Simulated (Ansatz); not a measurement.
We consider GaAlN₂ (P3m1, No. 156, 4 atoms in the cell; start mp-1228894), described by HSE06+SOC in Ansatz (plane waves, PAW).

Settings: plane-wave cutoff 460 eV, 9×9×6 k mesh (along the axes of the cell as run), Fermi–Dirac smearing 0.01 eV, PAW data made under PBE.

Cell (relaxed with PBEsol):

Space group P3m1 (No. 156); a = b = 3.1467 Å, c = 5.0964 Å, α = β = 90.00°, γ = 120.00°

| atom | site | symmetry | x | y | z |
|---|---|---|---|---|---|
| Al | 1a | 3m. | 0.0000 | 0.0000 | 0.9995 |
| Ga | 1c | 3m. | 0.6667 | 0.3333 | 0.4972 |
| N | 1c | 3m. | 0.6667 | 0.3333 | 0.1126 |
| N | 1a | 3m. | 0.0000 | 0.0000 | 0.6271 |

Q: What does this level give for the band gap?

A: 
band gap: 4.18 eV (direct)

Note: cell and atoms aren't relaxed at this level (largest force component 0.08 eV/Å, pressure -0.9 GPa).

The computed numbers hold no vibrational or temperature effects.

The result took roughly 40 core-minutes.

A start named mp-… is a Materials Project structure, which need not be a measured phase.

Ansatz is a program for electronic structure.
